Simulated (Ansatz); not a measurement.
Ca(OH)₂ (P-3m1, No. 164), treated with PBEsol-D3(BJ) (Ansatz, an electronic-structure program, plane waves, PAW).

Numerical settings: plane-wave cutoff 520 eV, 12×12×8 k mesh (along the axes of the cell as run), Fermi–Dirac smearing 0.01 eV, scalar-relativistic PAW data made under PBE.

Computed at the level's own relaxed cell.

```
CaH2O2
1.0
    1.76466    -3.05649     0.00000
    1.76466     3.05649     0.00000
    0.00000     0.00000     4.65310
Ca H O
1 2 2
Direct
  0.00000   0.00000   0.00000
  0.33333   0.66667   0.54549
  0.66667   0.33333   0.45451
  0.33333   0.66667   0.75505
  0.66667   0.33333   0.24495
```

Task: List the 13 lowest band energies at Γ above −25 eV (eV, relative to the valence band maximum), grouping those that round alike.

Result: At Γ: -18.48, -17.73 (×2), -17.45, -15.89, -5.62, -3.34, -1.29 (×2), 0.00 (×2), 4.36, 7.55.

Note: the volume lies 8 % below that of the published cell.
